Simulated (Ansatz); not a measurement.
**Effect of tensor shear ε_xy = +1.14 % on PbSe**

Start from PbSe in the rock salt structure (space group Fm-3m, No. 225; a = 6.041 Å). Axes: x, y, z lie along the cube axes.

Modification: tensor shear ε_xy = +1.14 % (engineering shear γ = 0.0228); the atoms relax in the strained cell.

Level of theory: Ansatz (an electronic-structure program), LDA, PAW, cutoff 420 eV, spin-orbit coupling left out. k-mesh 10×10×10 (Γ-centred); smearing 0.05 eV (Fermi–Dirac).

| quantity | base | changed | shift |
|---|---|---|---|
| shortest interatomic distance | 3.020 Å | 3.020 Å | 0.000 Å |
| energy relative to the base (free energy F) | 0 meV/atom | +0.8 meV/atom | +0.8 meV/atom |
| pressure (mean of the normal stresses, compression positive) | 0.0 GPa | 0.0 GPa | 0.0 GPa |
| band gap | zero | zero | – |
| stress (xx, yy, zz, yz, xz, xy; compression positive) (rough) | – | (0.0, 0.0, 0.0, 0.0, 0.0, -0.4) GPa | – |

Final structure:

```yaml
crystal:
  lattice:
    - [0.03443, 3.02042, 3.02042]
    - [3.02042, 0.03443, 3.02042]
    - [3.05485, 3.05485, 0.00000]
  atoms:
    - { symbol: Pb, position: [0.00000, 0.00000, 0.00000] }
    - { symbol: Se, position: [0.50000, 0.50000, 0.50000] }
```

A case with no gap was solved on a k-mesh chosen for an insulator, which is coarse for it. Without a gap, meshes like the base's 10×10×10 leave anisotropic stresses uncertain by several tenths of a GPa, and small strain energies with them. With Pb present, leaving out spin-orbit coupling can change the band edges. Stability against distortions was not tested. The final runs are not spin-polarised. Gaps under 0.05 eV, about the width of the smearing, are given as zero. A zero or small gap of PbSe can be the functional's error rather than a property of the material.
